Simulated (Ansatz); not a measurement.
Base system: Bi₂Te₃ in the Bi2Te3 type structure (space group R-3m, No. 166; a = 4.315 Å, c = 29.619 Å (hexagonal axes)).

Method: PBEsol-D3(BJ) (Ansatz, a program for electronic structure; PAW; 420 eV plane waves; no spin-orbit coupling).

For the base:

The volume per atom is 31.84 Å³ and the valence-band top at Γ is 0.00, -0.99, -0.99 eV.

Now apply this change: a negative pressure, −1 GPa.

Task: Estimate the effect on the volume per atom.

Result: The volume per atom increases by 0.73 Å³ (31.84 Å³ → 32.57 Å³).

Task: What does the calculation give for the valence-band top at Γ after the change?

Result: The valence-band top at Γ (three highest levels, from the VBM) changes from 0.00, -0.99, -0.99 eV to 0.00, -0.95, -0.95 eV.

Spin-orbit coupling, missing from the scalar runs, can matter with Bi and Te. The levels and masses belong to the bands next to the band gap. Load acts through the strain it causes; cell and atoms are relaxed under it. Whether these cells are dynamically stable was not tested.
